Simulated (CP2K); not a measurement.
Band structure of La2PBr2 (P-3m1, 5 atoms in the cell).

```yaml
crystal:
  lattice:
    - [4.26955, 0.00000, 0.00000]
    - [-2.13477, 3.69754, 0.00000]
    - [0.00000, 0.00000, 10.20334]
  atoms:
    - { symbol: La, position: [0.33333, 0.66667, 0.83934] }
    - { symbol: La, position: [0.66667, 0.33333, 0.16066] }
    - { symbol: P, position: [0.00000, 0.00000, 0.00000] }
    - { symbol: Br, position: [0.66667, 0.33333, 0.65640] }
    - { symbol: Br, position: [0.33333, 0.66667, 0.34360] }
```

Level of theory: CP2K with PBEsol, GPW, DZVP-MOLOPT-SR-GTH basis, GTH-PBE potentials (GTH_POTENTIALS).

Settings: CUTOFF = 500 Ry; REL_CUTOFF = 50 Ry; SMEAR/METHOD = GAUSSIAN; SIGMA = 0.136 eV; KPOINTS/SCHEME = MONKHORST-PACK 7 7 3; XC_FUNCTIONAL = PBE:PBESOL; La/BASIS_SET = DZVP-MOLOPT-SR-GTH; La/POTENTIAL = GTH-PBE-q11; P/BASIS_SET = DZVP-MOLOPT-SR-GTH; P/POTENTIAL = GTH-PBE-q5; Br/BASIS_SET = DZVP-MOLOPT-SR-GTH; Br/POTENTIAL = GTH-PBE-q7; METHOD = GPW; EPS_DEFAULT = 1e-10.

The starting cell comes from a database of computed structures (which also holds hypothetical and non-ambient phases and stackings), without a prior relaxation at this level. Values carry the incompleteness of an atom-centred basis. The potentials were made for another functional than the one used.

Levels in eV from the Fermi level, bands 17 to 22:
```csv
point,17,18,19,20,21,22
Γ,-3.76,-2.24,-1.94,-1.94,0.84,0.84
M,-3.73,-2.58,-2.16,-1.99,-0.77,1.85
K,-3.81,-2.54,-2.54,-2.28,1.20,1.37
A,-3.65,-2.66,-1.97,-1.97,0.86,0.86
L,-3.85,-2.72,-2.20,-1.96,-0.65,1.73
H,-3.85,-2.53,-2.53,-2.28,1.25,1.47
```

Bands cross the Fermi level along this path, so the cell is metallic at this level.

Higher empty bands are left out: an atom-centred basis made for the valence describes them poorly.
